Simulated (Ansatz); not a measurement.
Base system: CuI in the zinc blende structure (space group F-43m, No. 216).

```cif
data_Cu4I4
_chemical_formula_sum 'Cu4 I4'
_space_group_name_H-M_alt 'F-43m'
_space_group_IT_number 216
_space_group_name_Hall 'F -4 2 3'
_cell_length_a 6.02281
_cell_length_b 6.02281
_cell_length_c 6.02281
_cell_angle_alpha 90.000
_cell_angle_beta 90.000
_cell_angle_gamma 90.000
loop_
_atom_site_label
_atom_site_type_symbol
_atom_site_symmetry_multiplicity
_atom_site_Wyckoff_symbol
_atom_site_fract_x
_atom_site_fract_y
_atom_site_fract_z
_atom_site_occupancy
Cu1 Cu 4 a 0.00000 0.00000 0.00000 1
I1 I 4 d 0.75000 0.75000 0.75000 1
```
(The calculation used a cell of 2 atoms; values per cell refer to that cell.)

Method: r2SCAN (Ansatz, a first-principles code, PAW, no spin-orbit coupling).

```tsv
level	lattice parameter a
r2SCAN	6.023 Å
```

Measured: lattice parameter a 6.053 Å (temperature not stated; as listed in arXiv:2305.18931).

Computed minus measured — lattice parameter a: r2SCAN -0.5 %. Measured values not marked as corrected hold thermal and zero-point effects that the static-lattice runs lack.

No phonon test of stability was made. The final runs are not spin-polarised.
